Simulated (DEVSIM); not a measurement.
Device: Schottky contact on n-type Si, at 300 K.

| layer (left to right) | material | thickness (μm) | Nd (cm⁻³) | τn (s) | τp (s) |
|---|---|---|---|---|---|
| 1 | Si | 20.0 | 2.7e17 | 1e-6 | 1e-6 |
| 2 | Si | 2.40 | 6.7e17 | 1e-6 | 1e-6 |

Left contact: Schottky, work function 4.74 eV, emission velocity 6.8e6 cm/s. Right contact: ohmic. Voltage is applied to the left contact. Recombination: SRH at mid-gap, Auger. Mobility is constant in doping. Where it depends on doping, it is μmin + (μ − μmin)/(1 + (N/Nref)^α).

Constants are typed, rounded textbook-type inputs, not results; the design itself was drawn at random and stands for no fabricated device. Values at 300 K. The table also holds parameters that only a changed run uses.

```tsv
parameter	Si
gap (eV)	1.124
affinity (eV)	4.05
permittivity	11.7
Nc (cm⁻³)	2.86e19
Nv (cm⁻³)	3.1e19
μn (cm²/Vs)	1417
μp (cm²/Vs)	470
μn,min	52
μp,min	45
Nref,n	9.7e16
Nref,p	2.2e17
αn	0.68
αp	0.72
Cn (cm⁶/s)	2.8e-31
Cp (cm⁶/s)	9.9e-32
```

DEVSIM, 1D drift-diffusion, Boltzmann statistics, complete ionisation; no tunnelling, impact ionisation, image-force lowering or self-heating. Metal contacts follow the ideal Schottky-Mott rule: no Fermi-level pinning, no interface dipoles.

Base results: dark forward voltage at 100 A/cm² (V) 0.369; potential step across the device at zero bias (V) 0.593; dark forward voltage at 1 A/cm² (V) 0.245.

Q: What follows from this one change: doping Nd of layer 1 2.7e+17 → 2.7e+18 cm^-3?

A: dark forward voltage at 100 A/cm² 0.369 → 0.364 V; potential step across the device at zero bias little changed (0.593 V); dark forward voltage at 1 A/cm² little changed (0.244 V).

Q: What follows from this one change: metal work function 4.74 → 4.89 eV?

A: dark forward voltage at 100 A/cm² 0.369 → 0.519 V; potential step across the device at zero bias 0.593 → 0.743 V; dark forward voltage at 1 A/cm² 0.245 → 0.395 V.

Q: What follows from this one change: doping Nd of layer 2 6.7e+17 → 6.7e+18 cm^-3?

A: dark forward voltage at 100 A/cm² little changed (0.369 V); potential step across the device at zero bias 0.593 → 0.652 V; dark forward voltage at 1 A/cm² little changed (0.245 V).

Q: What follows from this one change: doping-dependent mobility in place of the constant one?

A: dark forward voltage at 100 A/cm² 0.369 → 0.378 V; potential step across the device at zero bias little changed (0.593 V); dark forward voltage at 1 A/cm² little changed (0.246 V).
